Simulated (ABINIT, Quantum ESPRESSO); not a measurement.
A Quantum ESPRESSO input for a self-consistent single point of Mg (P6_3/mmc, 4 atoms in the cell) (DFT, LDA (PZ), plane waves, GBRV 1.5 ultrasoft (LDA) pseudopotentials):

```fortran
&control
   calculation = 'scf',
   outdir = './work',
   pseudo_dir = './',
   tprnfor = .true.,
   tstress = .true.,
/
&system
   ibrav = 4,
   celldm(1) = 5.966117238,
   celldm(3) = 3.24816283972,
   nat = 4,
   ntyp = 1,
   ecutwfc = 40,
   ecutrho = 200,
   occupations = 'smearing',
   smearing = 'gauss',
   degauss = 0.0099958,
/
&electrons
   conv_thr = 1.0e-11,
/
ATOMIC_SPECIES
Mg    24.3050  mg_lda_v1.4.uspp.F.UPF
ATOMIC_POSITIONS crystal
Mg    0.000000000    0.000000000    0.000000000
Mg    0.000000000    0.000000000    0.500000000
Mg    0.333333333    0.666666667    0.250000000
Mg    0.666666667    0.333333333    0.750000000
K_POINTS automatic
8 8 3  0 0 0
```

Task: Write the same calculation as an input for ABINIT.

Result: One input that does it (others would too):

```
# Mg, PseudoDojo nc-sr-04 LDA standard
pp_dirpath "./"
pseudos "Mg.upf"
acell 3.1571332800 3.1571332800 10.2548830000 Angstrom
rprim
         1.0000000000    0.0000000529    0.0000000000
        -0.5000000458    0.8660253773    0.0000000000
         0.0000000000    0.0000000000    1.0000000000
natom 4
ntypat 1
znucl 12
typat 1 1 1 1
xred
         0.0000000000    0.0000000000    0.0000000000
         0.0000000000    0.0000000000    0.5000000000
         0.3333333333    0.6666666667    0.2500000000
         0.6666666667    0.3333333333    0.7500000000
ecut 42
ixc 7
occopt 7
tsmear 0.136 eV
nband 27
kptopt 1
ngkpt 8 8 3
nshiftk 1
shiftk 0 0 0
nstep 50
tolvrs 1.0e-10
prtwf 0
prtden 0
enunit 1
```

Basis settings and potentials, where a program has them, do not carry over. This input uses DFT, LDA (PW92), plane waves, norm-conserving pseudopotentials (PseudoDojo nc-sr-04 LDA standard). LDA parametrisations can differ slightly between programs. Both were run: pressure -0.75 GPa in Quantum ESPRESSO and -0.69 in ABINIT.

On ABINIT: the starting cell comes from a database of computed structures (which also holds hypothetical and non-ambient phases and stackings), without a prior relaxation at this level. Its lattice was rescaled by a random factor within 2.5 % of one.

On Quantum ESPRESSO: the starting cell comes from a database of computed structures (which also holds hypothetical and non-ambient phases and stackings), without a prior relaxation at this level. Its lattice was rescaled by a random factor within 2.5 % of one.
